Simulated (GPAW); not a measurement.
A self-consistent single point of Nb2Ru (Fmmm, 3 atoms in the cell) with GPAW.

Computed with PBEsol, GPAW PAW datasets PBEsol (made by gpaw-setup) (plane waves; GPAW 25.7.0).

```
CELL_PARAMETERS angstrom
      0.00000     2.32965     6.62219
      1.64376     0.00000     6.62219
      1.64376     2.32965     0.00000
ATOMIC_POSITIONS crystal
  Nb 0.33960 0.33960 0.66040
  Nb 0.66040 0.66040 0.33960
  Ru 0.00000 0.00000 0.00000
```

Reference input (self-consistent single point, DFT PBEsol, plane waves, GPAW PAW datasets PBEsol (made by gpaw-setup)): mode = pw; ecut = 550 eV; xc = PBEsol; kpts = 7 7 7; mesh shift (steps) = 0 0 0; occupations.name = fermi-dirac; occupations.width = 0.1 eV; nbands = -7; convergence.forces = 0.001 eV/Å; symmetry.symmorphic = false; symmetry.tolerance = 0.0005; maxiter = 100. This run's input differs from it in these lines:

```diff
@@ -16,3 +16,3 @@
             kpts=(7, 7, 7),
-            occupations={'name': 'fermi-dirac', 'width': 0.1},
+            occupations={'name': 'fermi-dirac', 'width': 0.3},
             nbands=-7,
```

Output (repeated stretches shortened):

```
     iter     time        total  log10-change:
                         energy   eigst   dens  force
iter:   1 --:--:--   -35.026819
iter:   2 --:--:--   -34.497084   -1.18  -1.16
iter:   3 --:--:--   -33.847046   -1.68  -1.20
iter:   4 --:--:--   -32.742239   -0.69  -1.28
iter:   5 --:--:--   -33.140682   -1.08  -1.84
iter:   6 --:--:--   -32.719998   -1.48  -1.70
iter:   7 --:--:--   -32.738633   -3.05  -2.35
iter:   8 --:--:--   -32.718635c  -2.18  -2.25
iter:   9 --:--:--   -32.711161   -2.77  -2.46
iter:  10 --:--:--   -32.709939c  -3.90  -3.02
iter:  11 --:--:--   -32.710188c  -5.06  -3.11
iter:  12 --:--:--   -32.710797c  -4.14  -3.19
iter:  13 --:--:--   -32.710061c  -4.39  -3.30
iter:  14 --:--:--   -32.710164c  -5.81  -3.83
iter:  15 --:--:--   -32.710167c  -7.20  -3.93
iter:  16 --:--:--   -32.710128c  -6.71  -3.95
iter:  17 --:--:--   -32.710130c  -6.68  -4.00c
iter:  18 --:--:--   -32.710101c  -6.93  -4.04c
iter:  19 --:--:--   -32.710107c  -7.13  -4.12c
iter:  20 --:--:--   -32.710121c  -7.56c -4.15c
iter:  21 --:--:--   -32.710127c  -7.08  -4.17c
iter:  22 --:--:--   -32.710130c  -8.04c -4.49c -2.13
iter:  23 --:--:--   -32.710112c  -7.15  -4.50c
iter:  24 --:--:--   -32.710101c  -7.75c -4.90c -4.10c
Converged after 24 iterations.

Dipole moment: (0.000000, -0.000000, 0.000000) |e|*Ang

Energy contributions relative to reference atoms: (reference = -330879.262742)

Kinetic:        -13.771904
Potential:       -0.141328
External:        +0.000000
XC:             -18.012060
Entropy (-ST):   -0.927781
Local:           -0.320919
SIC:             +0.000000
--------------------------
Free energy:    -33.173992
Extrapolated:   -32.710101

Showing only first 2 kpts
 Kpt  Band  Eigenvalues  Occupancy
  0    19     10.88043    1.84748
  0    20     11.35290    1.42983
  0    21     11.35389    1.42849
  0    22     12.22974    0.23769

  1    19     10.88941    1.84321
  1    20     11.05359    1.74363
  1    21     11.17520    1.63863
  1    22     11.28513    1.51730

Fermi level: 11.62871

No gap
No difference between direct/indirect transitions
Energy (eV): -32.710101

Forces in eV/Ang:
  0 Nb    0.00000    0.00000    0.09233
  1 Nb    0.00000    0.00000   -0.09233
  2 Ru    0.00000    0.00000    0.00000

Stress tensor:
     0.048679     0.000000     0.000000
     0.000000     0.062565    -0.000000
     0.000000    -0.000000     0.051621
Stress (GPa, Voigt): [ 7.7992 10.024   8.2705 -0.      0.      0.    ]
```

The run converged in 24 iterations. GPAW prints stress with tension positive. Against the reference run the free energy goes down by 139 meV/atom, the pressure goes from -10.28 to -8.70 GPa and the largest force goes from 0.017 to 0.092 eV/Å.

The starting cell comes from a database of computed structures (which also holds hypothetical and non-ambient phases and stackings), without a prior relaxation at this level. Spin polarisation is off. With a pressure of about -9 GPa the cell is away from its equilibrium volume at this level.

Cost on one core of a shared machine: roughly 3 min.
